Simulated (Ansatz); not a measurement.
The cell is built on a prototype and need not be the phase stable at ambient conditions.

By r2SCAN, the system below comes out a metal.

Without scattering a metal conducts by its projected Fermi surface.

Given:

```yaml
crystal:
  lattice:
    - [3.65100, 0.00000, 0.00000]
    - [-1.82550, 3.16186, 0.00000]
    - [0.00000, 0.00000, 3.32138]
  atoms:
    - { symbol: Zn, position: [0.00000, 0.00000, 0.00000] }
    - { symbol: Se, position: [0.66667, 0.33333, 0.50000] }
```

Space group of this cell: P-6m2. The cell was relaxed by PBE-D3(BJ); by r2SCAN its mean pressure is 1.5 GPa.

The current flows along the normal of the first two printed cell vectors. No spin-orbit coupling; the value is a mean over 0.1 eV about the Fermi level.

**Question.** Compute, with Ansatz (an electronic-structure program) with r2SCAN, the ballistic conductance per area.

**Answer.** 0.74 × 10¹⁵ S/m² for both spins.
